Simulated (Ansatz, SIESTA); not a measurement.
## Code comparison for Ag (P1, 4 atoms in the cell)

Self-consistent single point, at a second geometry (atoms moved at random). First geometry:

```
Ag
1.0
    2.98216     0.00000     0.00000
   -1.49108     2.58263     0.00000
    0.00000     0.00000     9.69463
Ag
4
Direct
  0.00000   0.00000   0.00000
  0.00000   0.00000   0.50000
  0.33333   0.66667   0.25000
  0.66667   0.33333   0.75000
```

Second geometry:
```
CELL_PARAMETERS angstrom
      2.98216     0.00000     0.00000
     -1.49108     2.58263     0.00000
      0.00000     0.00000     9.69463
ATOMIC_POSITIONS crystal
  Ag 0.99458 0.00234 0.00564
  Ag 0.00246 0.00242 0.49758
  Ag 0.32833 0.67122 0.25178
  Ag 0.67463 0.32402 0.74500
```

Shared settings, as Ansatz (a program for electronic structure) writes them: kpoints.mp_grid.grid = 13 13 4; scf.occupations.method = fermi_dirac; scf.occupations.width = 0.1 eV. Potentials and cutoffs stand in the table.

| code | model | ΔF from the first geometry (meV/atom) | pressure (GPa) | largest force (eV/Å) | cutoff |
|---|---|---|---|---|---|
| Ansatz | LDA (PW92), default PAW files made with PBE | 2.6 | -13.54 | 0.171 | 420 eV |
| SIESTA | LDA PW92, numerical atomic orbitals DZP, PseudoDojo LDA standard norm-conserving potentials (rewritten from UPF to PSML) | 2.8 | -14.89 | 0.179 | grid 400 Ry |

Size of the force on each atom (eV/Å): Sizes of forces hide their directions.

```tsv
code	Ag1	Ag2	Ag3	Ag4
Ansatz	0.171	0.045	0.021	0.148
SIESTA	0.178	0.034	0.034	0.179
```

The spread over the programs that give each value: ΔF from the first geometry within 0.2 meV/atom; pressure within 1.35 GPa; largest force within 0.008 eV/Å.

SIESTA uses small atom-centred bases, whose incompleteness enters pressures, forces and empty levels differently from a plane-wave cutoff. Ansatz's pressure is given at a fixed set of plane waves, as the other plane-wave codes print theirs.

The starting cell comes from a database of computed structures (which also holds hypothetical and non-ambient phases and stackings), without a prior relaxation at this level. Its lattice was rescaled by a random factor within 2.5 % of one. For this run, on top of that: atoms moved at random.

Keys are those of Ansatz 0.2.
